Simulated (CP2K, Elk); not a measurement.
An Elk input for a self-consistent single point of BeSe (F-43m, 2 atoms in the cell) (DFT, PBEsol, all-electron FP-LAPW, Elk's shipped species files, APW+lo basis with extra local orbitals):

```
tasks
  0

xctype
  22

rgkmax
  7.5

gmaxvr
  16.0

nxlo
  2

lorbcnd
  .true.

rmtscf
  0.94

lmaxi
  2

swidth
  0.00183747

maxscl
  100

avec
    0.0000000000    4.8565961403    4.8565961403
    4.8565961403    0.0000000000    4.8565961403
    4.8565961403    4.8565961403    0.0000000000

sppath
  './'

atoms
  2
  'Be.in'
  1
  0.0000000000  0.0000000000  0.0000000000    0.0 0.0 0.0
  'Se.in'
  1
  0.2500000000  0.2500000000  0.2500000000    0.0 0.0 0.0

ngridk
  9 9 9
```

Give the CP2K input for the same structure, mesh, smearing and functional.

One input that does it (others would too):

```
&GLOBAL
  PROJECT run
  RUN_TYPE ENERGY_FORCE
  PRINT_LEVEL LOW
&END GLOBAL
&FORCE_EVAL
  METHOD Quickstep
  STRESS_TENSOR ANALYTICAL
  &DFT
    BASIS_SET_FILE_NAME BASIS_MOLOPT
    POTENTIAL_FILE_NAME GTH_POTENTIALS
    &QS
      METHOD GPW
      EPS_DEFAULT 1E-10
    &END QS
    &MGRID
      CUTOFF 600
      REL_CUTOFF 50
      NGRIDS 5
    &END MGRID
    &SCF
      SCF_GUESS ATOMIC
      EPS_SCF 1E-6
      MAX_SCF 100
      ADDED_MOS 4
      &DIAGONALIZATION
        ALGORITHM STANDARD
      &END DIAGONALIZATION
      &MIXING
        METHOD BROYDEN_MIXING
        ALPHA 0.3
        NBUFFER 10
      &END MIXING
      &SMEAR ON
        METHOD FERMI_DIRAC
        ELECTRONIC_TEMPERATURE [K] 580.23
      &END SMEAR
    &END SCF
    &KPOINTS
      SCHEME MONKHORST-PACK 9 9 9
    &END KPOINTS
    &XC
      &XC_FUNCTIONAL
        &PBE
          PARAMETRIZATION PBESOL
        &END PBE
      &END XC_FUNCTIONAL
    &END XC
    &PRINT
      &MO
        EIGENVALUES T
        OCCUPATION_NUMBERS T
        NDIGITS 8
        FILENAME mo
        &EACH
          QS_SCF 0
        &END EACH
        ADD_LAST NUMERIC
      &END MO
      &MULLIKEN OFF
      &END MULLIKEN
    &END PRINT
  &END DFT
  &SUBSYS
    &CELL
      ABC 3.63452900 3.63452836 3.63452830
      ALPHA_BETA_GAMMA 60.00000160 60.00000271 60.00000332
      PERIODIC XYZ
    &END CELL
    &COORD
      SCALED
      Be       0.00000000     0.00000000     0.00000000
      Se       0.25000000     0.25000000     0.25000000
    &END COORD
    &KIND Be
      BASIS_SET DZVP-MOLOPT-SR-GTH-q4
      POTENTIAL GTH-PBE-q4
    &END KIND
    &KIND Se
      BASIS_SET DZVP-MOLOPT-SR-GTH-q6
      POTENTIAL GTH-PBE-q6
    &END KIND
  &END SUBSYS
  &PRINT
    &FORCES ON
    &END FORCES
    &STRESS_TENSOR ON
    &END STRESS_TENSOR
  &END PRINT
&END FORCE_EVAL
```

Basis, cutoffs, solver keys and any potentials are the target program's own. This input uses DFT PBEsol, GPW, DZVP-MOLOPT-SR-GTH basis, GTH-PBE potentials (GTH_POTENTIALS). Both were run: gap on the mesh 2.567 eV in Elk and 3.381 in CP2K.

On CP2K: the starting cell has typed, rounded lattice constants, without a prior relaxation at this level. Values carry the incompleteness of an atom-centred basis. The potentials were made for another functional than the one used.

On Elk: the starting cell has typed, rounded lattice constants, without a prior relaxation at this level. Values depend on the basis (sphere radii, cutoffs, local orbitals), which need not be converged.
